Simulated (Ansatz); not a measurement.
# C: energy against strain

C (diamond, Fd-3m, 5.641 Å³/atom at rest, cube axes along x, y and z) under a strain ε along a cube axis (axis z), the other axes held. r2SCAN in Ansatz, a plane-wave DFT program (PAW, default set), 500 eV, 16×16×16 Γ-centred mesh, Fermi-Dirac smearing 0.05 eV; ions are relaxed within the symmetry of each cell.

Here s stands for strain and y for E less E0.

```
strain (%)  E less E0 (meV/atom)
----------  --------------------
-3.00                          ?
-1.50                       4.47
-1.00                       1.98
-0.50                       0.49
0.00                        0.00
0.50                        0.49
1.00                        1.94
1.50                        4.34
```

Task: Using a parabola, estimate the missing y at s = -3.00 from the other rows, showing the fit.

Result: Least squares gives y = 0.001 - 0.0336·s + 1.9576·s². Residuals (row less fit): 0.014, -0.012, -0.017, -0.001, 0.016, 0.015, -0.015; standard error 0.018 (degrees of freedom: 4). Twice the quadratic coefficient over the volume, 2 × 1.9576 meV × 10⁴ × 0.1602 / 5.641 Å³, is the elastic constant C11 = 1112 ± 5 GPa. At the withheld row, y = 0.001 - 0.0336 × (-3.0) + 1.9576 × (-3.0)² = 17.720 meV/atom. The calculation gives 18.09 meV/atom, 0.370 meV/atom above the prediction (2.0 % of the range of y in the table). The row lies outside the fitted rows, so this is an extrapolation. From the scatter of the fitted rows alone, a prediction at this place has a standard error of 0.071 meV/atom, so the miss is 5.2 times that.

One order more, fitted to all 13 runs of the series, follows each within 0.01, so the miss is the next term of a smooth law. Rows are the converged runs of the series near zero and its far end; series whose fitted rows scatter by over a few per cent of the range, as at a crossing or softening among them, aren't shown in this form. Most that stay on the fit to the last digits aren't either.
